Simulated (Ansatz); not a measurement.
## Re: response to strain

Base system: Re in the hcp (Mg type) structure (space group P6_3/mmc, No. 194; relaxed with 0.1 eV smearing).

```yaml
crystal:
  lattice:
    - [2.77642, 0.00000, 0.00000]
    - [-1.38821, 2.40445, 0.00000]
    - [0.00000, 0.00000, 4.48093]
  atoms:
    - { symbol: Re, position: [0.66667, 0.33333, 0.75000] }
    - { symbol: Re, position: [0.33333, 0.66667, 0.25000] }
```

Cartesian axes are those of the cell as printed.

Strains are applied to the cell and any free atomic positions relax; under biaxial strain the out-of-plane vector relaxes too.

Level of theory: DFT with PBE, PAW potentials and a 420 eV plane-wave cutoff in Ansatz (an electronic-structure program), spin-orbit coupling left out.

Candidates:
(a) biaxial strain −2.50 %, plane normal [001], relaxed out of plane
(b) biaxial strain −1.00 %, plane normal [001], relaxed out of plane
(c) biaxial strain +3.00 %, plane normal [001], relaxed out of plane

Q: Order them by out-of-plane strain, lowest first.

A: (c) biaxial strain +3.00 %, plane normal [001], relaxed out of plane (-2.11 %), (b) biaxial strain −1.00 %, plane normal [001], relaxed out of plane (+0.66 %), (a) biaxial strain −2.50 %, plane normal [001], relaxed out of plane (+1.64 %)

Stability against distortions was not tested. All final runs are without spin polarisation.
